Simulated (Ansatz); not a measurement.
Base system: SrHfO3 in the cubic perovskite structure (space group Pm-3m, No. 221; a = 4.106 Å). Axes: x, y, z lie along the cube axes.

Method: PBEsol (Ansatz, a first-principles code; PAW; 420 eV plane waves; no SOC).

Perturbation: a pure shear with ε_yz = ε_zy = -0.0048; the atoms relax in the strained cell.

Predict the stress tensor and what it implies for the stiffness.

Stress of the strained cell less that of the base (GPa, compression positive):
```
   0.01    0.00    0.00
   0.00    0.00    0.78
   0.00    0.78    0.00
```

Then −Δσ/γ with γ = 2ε = -0.0096 gives relaxed-ion elastic constants: C44 ≈ 81 GPa.

Stability against distortions was not tested. Many cubic perovskites are stable only at high temperature; tilts and polar distortions were not tested.
